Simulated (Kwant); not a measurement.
Model system: wire with a side stub in a Si two-dimensional gas. Effective mass 0.19 mₑ, grid spacing 3 nm, hard walls, nominal width 60 nm (19 grid rows, so walls 60 nm apart), one parabolic valley, scattering region 180 nm long along x; energies count from the band bottom; Fermi energy swept from 0.0004398 to 0.0052226 eV. Closed stub on one side, 71 nm wide and 43 nm deep.

Constants are typed, rounded textbook-type inputs, not results; the design itself was drawn at random and stands for no fabricated device.

Model: effective-mass tight-binding model on a square grid, one spin, coherent transport at 0 K (Kwant). Conductance is in e²/h.

**Question.** How many channels do the leads carry at E = 2.49, 2.65 meV?

**Answer.** The hard-wall thresholds are n² ħ²π²/(2mW²) = n² × 0.550 meV with W = 60 nm. √(2.49/0.550) = 2.13, so 2. √(2.65/0.550) = 2.20, so 2.
